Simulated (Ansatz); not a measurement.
The parent structure is ZrB2 (space group P6/mmm, No. 191; a = 3.155 Å, c = 3.506 Å; relaxed with 0.1 eV smearing). Axes: x lies along a and z along c of the hexagonal cell.

Method: Ansatz (an electronic-structure program), PBEsol, PAW, cutoff 420 eV, spin-orbit coupling left out.

Before the change:

The volume per atom is 10.08 Å³. The pressure comes out as 0.0 GPa.

Now apply this change: biaxial strain +2.50 %, plane normal [001], relaxed out of plane (Cartesian); in-plane vectors clamped, the third vector and the atoms free.

Q: What happens to the volume per atom?

A: The volume per atom rises by 0.36 Å³ to 10.44 Å³.

Q: What happens to the pressure?

A: The pressure (mean of the normal stresses, compression positive) goes from zero to -8.7 GPa.

Stability against distortions was not tested. The final runs are not spin-polarised.
